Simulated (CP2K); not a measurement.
Band structure of HgS (F-43m, 2 atoms in the cell).

```
CELL_PARAMETERS angstrom
      4.13657     0.00000     0.00000
      2.06829     3.58238     0.00000
      2.06829     1.19413     3.37750
ATOMIC_POSITIONS crystal
  Hg 0.00000 0.00000 0.00000
  S  0.25000 0.25000 0.25000
```

Method of the run: PBE, GPW, DZVP-MOLOPT-SR-GTH basis, GTH-PBE potentials (GTH_POTENTIALS) (CP2K).

Settings: CUTOFF = 500 Ry; REL_CUTOFF = 40 Ry; SMEAR/METHOD = FERMI_DIRAC; ELECTRONIC_TEMPERATURE = 116.05 K; KPOINTS/SCHEME = MONKHORST-PACK 5 5 5; XC_FUNCTIONAL = PBE; Hg/BASIS_SET = DZVP-MOLOPT-SR-GTH; Hg/POTENTIAL = GTH-PBE-q12; S/BASIS_SET = DZVP-MOLOPT-SR-GTH; S/POTENTIAL = GTH-PBE-q6; METHOD = GPW; EPS_DEFAULT = 1e-11; EXTRAPOLATION = USE_GUESS; NGRIDS = 5.

The starting cell has typed, rounded lattice constants, without a prior relaxation at this level. Spin-orbit coupling is off. Values carry the incompleteness of an atom-centred basis. The run gives no clean gap (levels at the Fermi energy touch, overlap or are partly filled at this smearing), which alone does not show that the compound is a metal.

Levels in eV from the Fermi level, bands 6 to 11:
```csv
point,6,7,8,9,10,11
Γ,-6.23,-0.43,-0.01,-0.01,-0.01,6.15
X,-5.79,-4.91,-2.38,-2.38,3.43,3.51
W,-5.44,-5.21,-2.89,-2.37,4.20,5.36
K,-5.58,-5.16,-2.94,-1.93,3.58,4.83
L,-5.82,-5.58,-1.01,-1.01,1.73,6.85
U,-5.58,-5.16,-2.94,-1.93,3.58,4.83
```

No band crosses the Fermi level by more than 0.03 eV along this path.

Higher empty bands are left out: an atom-centred basis made for the valence describes them poorly.
